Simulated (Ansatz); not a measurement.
Consider the following.

End structure of a constructed model of the (110) surface of bcc Mo, a pseudomorphic layer of Au in the host's stacking (bottom of the slab: a bare face, its two planes held):

```yaml
crystal:
  lattice:
    - [2.73735, 0.00000, 0.00000]
    - [-0.91245, 2.58080, 0.00000]
    - [0.00000, 0.00000, 30.00000]
  atoms:
    - { symbol: Mo, position: [0.50000, 0.50000, 0.27086] }
    - { symbol: Mo, position: [0.00000, 0.00000, 0.34536] }
    - { symbol: Mo, position: [0.50000, 0.50000, 0.41990] }
    - { symbol: Mo, position: [0.00000, 0.00000, 0.49442] }
    - { symbol: Mo, position: [0.50000, 0.50000, 0.56916] }
    - { symbol: Mo, position: [0.00000, 0.00000, 0.64140] }
    - { symbol: Au, position: [0.50000, 0.50000, 0.72109] }
```

Slab: 7 atoms, 13.7 Å thick at the start with caps and adatoms (thin: gaps and levels are the slab's own); k 14x14x1, smearing 0.1 eV, dipole-corrected; single point; on the structure that PBE left under its start's symmetry; no spin, no spin-orbit, no U. It is one candidate, not shown to be the stable structure of the face.

Question: What work function of the top face does r2SCAN, at the PBE geometry run with Ansatz (a first-principles code) give?

Answer: 4.87 eV
